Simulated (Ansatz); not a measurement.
**Variants of one calculation on LaCO (P1, 6 atoms in the cell)**

```xyz
6
Lattice="3.5456 -2.0056 0.0000 3.5456 2.0056 0.0000 -0.6803 0.0000 7.3358" Properties=species:S:1:pos:R:3 pbc="T T T"
La     2.0036     0.0059     2.1166
La     4.4304     0.0010     5.1648
C     -0.3809    -0.0054     6.7730
C      6.8136     0.0226     0.6046
O      4.3478     0.0134     2.7627
O      2.0182    -0.0375     4.5858
```

Base run A: HSE06, default PAW files made with PBE (Ansatz, a first-principles code), self-consistent single point.

Its settings: basis.ecutwfc = 420 eV; kpoints.mp_grid.grid = 4 4 2; hamiltonian.xc = hse06; hamiltonian.pseudopotentials = {kind: paw} (the program's default PAW files); scf.occupations.method = gaussian; scf.occupations.width = 0.02 eV.

The starting cell comes from a database of computed structures (which also holds hypothetical and non-ambient phases and stackings), without a prior relaxation at this level. Its atoms were displaced at random from the sites of space group no. 12. In the base run, with a pressure of about -3 GPa the cell is away from its equilibrium volume at this level. In the base run, forces exceed 1 eV/Å. Ansatz's pressure includes its estimate of the finite-basis (Pulay) stress.

ΔF is the free energy per atom less that of run A. A dash stands where there is no value to compare (another energy zero or no entropy term, no result, no spin, no clean gap, or a mesh too coarse for one). Absolute energies have different zeros for different potentials, functionals, Hubbard and dispersion terms and are not compared across them.

Runs:
- B: hamiltonian.xc: hse06 → pbesol [PBEsol]
- C: hamiltonian.xc: hse06 → pbe0 [PBE0]
- D: kpoints.mp_grid.grid: 4 4 2 → 3 3 2
- E: kpoints.mp_grid.grid: 4 4 2 → 5 5 2
- F: kpoints.mp_grid.shift: default → 0 0 0.5
- G: scf.convergence.dr2_threshold: default (1e-07 eV) → 0.0001 eV
- H: scf.mixing.algorithm: default (the program chose MSR1) → anderson; scf.mixing.beta: default → 0.7
- I: scf.mixing.algorithm: default (the program chose MSR1) → anderson

| run | ΔF (meV/atom) | pressure (GPa) | largest force (eV/Å) | gap on the mesh (eV) | k-points |
|---|---|---|---|---|---|
| A | 0.00 | -3.35 | 4.143 | 4.422 | 20 |
| B | – | -4.99 | 2.949 | 2.952 | 20 |
| C | – | -3.30 | 4.188 | 5.171 | 20 |
| D | -0.66 | -3.41 | 4.163 | 4.425 | 10 |
| E | -0.22 | -3.36 | 4.140 | 4.422 | 26 |
| F | -0.59 | -3.37 | 4.133 | 4.557 | 16 |
| G | 0.00 | -3.35 | 4.143 | 4.422 | 20 |
| H | 0.00 | -3.35 | 4.143 | 4.422 | 20 |
| I | 0.00 | -3.35 | 4.143 | 4.422 | 20 |

Run C against A: The pressure moves little (-3.35 to -3.30 GPa), the largest force goes from 4.143 to 4.188 eV/Å and the gap on the mesh goes from 4.422 to 5.171 eV.

Run B against A: The pressure goes from -3.35 to -4.99 GPa, the largest force goes from 4.143 to 2.949 eV/Å and the gap on the mesh goes from 4.422 to 2.952 eV.

Keys are those of Ansatz 0.2.
